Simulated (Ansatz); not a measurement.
**What biaxial strain +4.58 %, plane normal [110], relaxed out of plane does to GaP**

Base system: GaP in the zinc blende structure (space group F-43m, No. 216; a = 5.439 Å). Axes: x, y, z lie along the cube axes.

It is then changed as follows: tensile biaxial strain of 4.58 % in the plane normal to [110], as in epitaxy on a mismatched substrate; the out-of-plane cell vector and the atoms relax.

Computed with PBEsol/PAW in Ansatz (an electronic-structure program), without spin-orbit coupling, earlier PAW set. Γ-centred 11×11×11 mesh, Fermi–Dirac width 0.05 eV.

The volume per atom goes up by 1.45 Å³ to 21.56 Å³ and the shortest interatomic distance rises by 0.030 Å to 2.385 Å. The energy goes up by 46 meV/atom and the pressure (mean of the normal stresses, compression positive) goes from zero to -4.96 GPa. The band gap drops by 0.646 eV, from 1.45 eV to 0.81 eV and the gap character comes out as indirect, Γ → R. The smallest direct gap decreases by 0.98 eV (1.80 eV → 0.82 eV) and the electron mass goes from 1.1 mₑ along k, 0.23 mₑ across (off the special points) to 1.7 mₑ along k, 0.12 mₑ across (at R). The valence-band top at Γ (three highest levels, from the VBM) changes from 0.00, 0.00, 0.00 eV to 0.00, -0.44, -0.46 eV and the out-of-plane strain amounts to -1.98 %. The ratio −ε⊥/ε∥ is 0.43 and the mean in-plane stress (compression positive) amounts to -7.4 GPa.

Cost of the whole job for the changed cell (relaxation, final SCF and bands): very roughly 2.9 core-minutes.

A biaxial case was relaxed in a doubled cell and then solved in the primitive one. Effective masses come from finite differences of ±0.01 Å⁻¹. Along k means along the line from Γ to the band edge. Whether these cells are dynamically stable was not tested. k-point labels follow each cell's own Brillouin zone.
